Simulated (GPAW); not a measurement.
Input and output of a self-consistent single point for CrBW (Fmmm, 6 atoms in the cell) (GPAW).

Computed with LDA (Perdew-Wang 92), GPAW PAW datasets LDA (gpaw-data 1.0.1) (plane waves; GPAW).

The change in words: lattice scaled by 0.98. Reference geometry:
```
CrBW
1.0
    0.00000     3.79225     3.84467
    2.29214     0.00000     3.84467
    2.29214     3.79225     0.00000
Cr B W
2 2 2
Direct
  0.32893   0.67107   0.32893
  0.67107   0.32893   0.67107
  0.75000   0.75000   0.75000
  0.25000   0.25000   0.25000
  0.16570   0.16570   0.83430
  0.83430   0.83430   0.16570
```

Reference input (self-consistent single point, DFT LDA (Perdew-Wang 92), plane waves, GPAW PAW datasets LDA (gpaw-data 1.0.1)): mode = pw; ecut = 900 eV; xc = LDA; kpts = 6 6 6; mesh shift (steps) = 0 0 0; occupations.name = fermi-dirac; occupations.width = 0.1 eV; nbands = -14; convergence.density = 1e-05 e/electron; convergence.energy = 1e-05 eV/electron; symmetry.symmorphic = false; symmetry.tolerance = 0.0005. This run's input differs from it in these lines:

```diff
@@ -5,11 +5,11 @@
 atoms = Atoms(['Cr', 'Cr', 'B', 'B', 'W', 'W'],
-              cell=[[0.000000, 3.792250, 3.844670],
-                    [2.292135, 0.000000, 3.844670],
-                    [2.292135, 3.792250, 0.000000]],
-              positions=[[2.292135, 2.494770, 3.844670],
-                         [2.292135, 5.089730, 3.844670],
-                         [3.438203, 5.688375, 5.767005],
-                         [1.146068, 1.896125, 1.922335],
-                         [2.292135, 3.792250, 1.274124],
-                         [2.292135, 3.792250, 6.415216]],
+              cell=[[0.000000, 3.716405, 3.767777],
+                    [2.246292, 0.000000, 3.767777],
+                    [2.246292, 3.716405, 0.000000]],
+              positions=[[2.246292, 2.444874, 3.767777],
+                         [2.246292, 4.987936, 3.767777],
+                         [3.369438, 5.574607, 5.651666],
+                         [1.123146, 1.858202, 1.883889],
+                         [2.246292, 3.716405, 1.248641],
+                         [2.246292, 3.716405, 6.286913]],
               pbc=True)
```

Output (repeated stretches shortened):

```
     iter     time        total  log10-change:
                         energy   eigst   dens
iter:   1 --:--:--   -74.993857
iter:   2 --:--:--   -68.952103   -0.80  -0.92
iter:   3 --:--:--   -64.913950   -0.67  -1.03
iter:   4 --:--:--   -64.061736   -1.27  -1.20
iter:   5 --:--:--   -63.537478   -1.27  -1.34
   [... 4 lines left out ...]
iter:  10 --:--:--   -63.340492   -3.06  -2.74
iter:  11 --:--:--   -63.340745   -3.34  -2.80
iter:  12 --:--:--   -63.341513   -3.57  -2.80
iter:  13 --:--:--   -63.341149   -3.53  -2.70
iter:  14 --:--:--   -63.341484c  -3.82  -3.09
iter:  15 --:--:--   -63.341631   -4.04  -3.16
   [... lines left out ...]
   [... 10 lines left out ...]
iter:  31 --:--:--   -63.341663c  -6.26  -4.60
iter:  32 --:--:--   -63.341663c  -6.36  -4.70
iter:  33 --:--:--   -63.341665c  -6.51  -4.85
iter:  34 --:--:--   -63.341664c  -6.68  -4.99
iter:  35 --:--:--   -63.341664c  -6.74  -5.07c
iter:  36 --:--:--   -63.341664c  -6.84  -5.10c
iter:  37 --:--:--   -63.341664c  -6.95  -5.22c
iter:  38 --:--:--   -63.341665c  -7.04  -5.36c
iter:  39 --:--:--   -63.341665c  -7.20  -5.46c
iter:  40 --:--:--   -63.341665c  -7.32  -5.55c
iter:  41 --:--:--   -63.341665c  -7.40  -5.66c
iter:  42 --:--:--   -63.341665c  -7.49c -5.70c
Converged after 42 iterations.

Dipole moment: (-0.000000, -0.000003, 0.000003) |e|*Ang

Energy contributions relative to reference atoms: (reference = -935410.807719)

Kinetic:        +28.260040
Potential:      -36.796024
External:        +0.000000
XC:             -54.887196
Entropy (-ST):   -0.154761
Local:           +0.158895
SIC:             +0.000000
--------------------------
Free energy:    -63.419045
Extrapolated:   -63.341665

Showing only first 2 kpts
 Kpt  Band  Eigenvalues  Occupancy
  0    21     12.71327    1.99874
  0    22     13.48337    0.83487
  0    23     13.83927    0.03998
  0    24     13.86480    0.03111

  1    21     12.42807    1.99993
  1    22     13.47769    0.86261
  1    23     13.82996    0.04380
  1    24     14.23088    0.00081

Fermi level: 13.45004

No gap
   [... lines left out ...]
  0 Cr    0.00000   -0.21750    0.00000
  1 Cr    0.00000    0.21750    0.00000
  2 B    -0.00000    0.00000    0.00000
  3 B     0.00000    0.00000    0.00000
  4 W     0.00000    0.00000    0.09839
  5 W     0.00000    0.00000   -0.09839

Stress tensor:
    -0.017934     0.000000     0.000000
     0.000000    -0.025868     0.000000
     0.000000     0.000000    -0.013815
Stress (GPa, Voigt): [-2.8734 -4.1445 -2.2134  0.      0.      0.    ]
```

The run converged in 42 iterations. GPAW prints stress with tension positive. Against the reference run the free energy goes down by 27.2 meV/atom and the largest force goes from 0.329 to 0.217 eV/Å.

At such cutoffs GPAW's stress carries a finite-basis (Pulay) error, which enters relaxed cells too; its log prints stress with tension positive.

The starting cell comes from a database of computed structures (which also holds hypothetical and non-ambient phases and stackings), without a prior relaxation at this level. For this run, on top of that: lattice scaled by 0.98. Spin polarisation is off.

Cost on one core of a shared machine: roughly 6 min.
